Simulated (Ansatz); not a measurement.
## Migration barriers: interstitial Al in zinc-blende AlAs, charge state +3

Consider interstitial Al in zinc-blende AlAs, charge state +3. Level of theory: PBE, PAW (plane waves to 420 eV; Ansatz, a first-principles code).

Settings: 64 host sites, the relaxed PBE lattice, one k-point at (0.250, 0.250, 0.250), smearing 0.01 eV, spin-restricted, no image-charge correction. Static, classical nuclei. The charge state is imposed; whether it is stable for some Fermi level was not computed. Sites that were not tried may lie lower.

Barriers: single points on a 2×2×2 k-point mesh shifted by half a step at the bands' geometries.

| Route | Start site over the lowest site run (eV) | Hop (Å) | Forward barrier (eV) | Backward barrier (eV) | Neighbours at the start | Neighbours at the saddle | Saddle order | Forward, on the band's own sampling (eV) |
|---|---|---|---|---|---|---|---|---|
| Al moves alone to another site | 0.00 | 2.46 | 1.00 | 0.33 | 3 Al at 2.99, 3 Al at 3.00; 3 As at 2.48, As at 2.49 Å | 2 Al at 2.66, Al at 2.68; 2 As at 2.45, As at 2.46 Å | first order | 0.99 |

Paths come from nudged elastic bands with a climbing image.
